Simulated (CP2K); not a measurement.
A self-consistent single point of RbCl (Fm-3m, 2 atoms in the cell) with CP2K.

Computed with LDA (Pade form), GPW, DZVP-MOLOPT-PBE-GTH basis, GTH-PBE potentials (POTENTIAL_UZH) run with CP2K.

```xyz
2
Lattice="4.6528 0.0000 0.0000 2.3264 4.0294 0.0000 2.3264 1.3431 3.7990" Properties=species:S:1:pos:R:3 pbc="T T T"
Rb     0.0000     0.0000     0.0000
Cl     4.6528     2.6863     1.8995
```

Reference input (self-consistent single point, DFT PBE, GPW, DZVP-MOLOPT-PBE-GTH basis, GTH-PBE potentials (POTENTIAL_UZH)): CUTOFF = 500 Ry; REL_CUTOFF = 40 Ry; SMEAR/METHOD = FERMI_DIRAC; ELECTRONIC_TEMPERATURE = 580.23 K; KPOINTS/SCHEME = MONKHORST-PACK 9 9 9; XC_FUNCTIONAL = PBE; Rb/BASIS_SET = DZVP-MOLOPT-PBE-GTH-q9; Rb/POTENTIAL = GTH-PBE-q9; Cl/BASIS_SET = DZVP-MOLOPT-PBE-GTH-q7; Cl/POTENTIAL = GTH-PBE-q7; METHOD = GPW; EPS_DEFAULT = 1e-10. This run's input differs from it in these lines:

```diff
@@ -43,3 +43,3 @@
     &XC
-      &XC_FUNCTIONAL PBE
+      &XC_FUNCTIONAL PADE
       &END XC_FUNCTIONAL
```

Log, with long lists cut:

```
 SCF WAVEFUNCTION OPTIMIZATION

  Step     Update method      Time    Convergence         Total energy    Change
     1 NoMix/Diag. 0.40E+00      -     0.55255440       -39.0289256447 -3.90E+01
     2 Broy./Diag. 0.40E+00      -     0.02841127       -38.7490628731  2.80E-01
     3 Broy./Diag. 0.40E+00      -     0.08595531       -38.9113615963 -1.62E-01
     4 Broy./Diag. 0.40E+00      -     0.00876456       -39.0663786802 -1.55E-01
     5 Broy./Diag. 0.40E+00      -     0.01036659       -39.0331025180  3.33E-02
     6 Broy./Diag. 0.40E+00      -     0.00181178       -39.0440611138 -1.10E-02
   [... 4 lines left out ...]
    11 Broy./Diag. 0.40E+00      -     0.00001733       -39.0403733460  1.70E-04
    12 Broy./Diag. 0.40E+00      -     0.00000595       -39.0403502776  2.31E-05
    13 Broy./Diag. 0.40E+00      -     0.00000184       -39.0403465167  3.76E-06
    14 Broy./Diag. 0.40E+00      -     0.00000019       -39.0403502030 -3.69E-06
  *** SCF run converged in    14 steps ***

  Overlap energy of the core charge distribution:               0.00000000000000
  Self energy of the core charge distribution:                -80.70061930450575
  Core Hamiltonian energy:                                     18.06311015612614
  Hartree energy:                                              30.14197681968750
  Exchange-correlation energy:                                 -6.54481787427033
  Electronic entropic energy:                                  -0.00000000000028
  Fermi energy:                                                 0.03523833126117

  Total energy:                                               -39.04035020296271
  Total energy (extrapolated to T->0):                        -39.04035020296258

                     Mulliken Population Analysis

   [... lines left out ...]

 STRESS| Analytical stress tensor [bar]
 STRESS|                        x                   y                   z
 STRESS|      x       -1.09669122413E+04   1.62949111396E-02   1.15230755637E-02
 STRESS|      y        1.62949111396E-02  -1.09668314711E+04   3.60647470675E-02
 STRESS|      z        1.15230755637E-02   3.60647470675E-02  -1.09699351660E+04
 STRESS| 1/3 Trace                                            -1.09678929595E+04
```

The run converged in 14 iterations. Against the reference run the pressure goes from 1.18 to -1.10 GPa and the gap on the mesh goes from 4.954 to 4.515 eV.

The starting cell has typed, rounded lattice constants, without a prior relaxation at this level. Values carry the incompleteness of an atom-centred basis. The potentials were made for another functional than the one used.

Cost on one core of a shared machine: roughly 70 s.
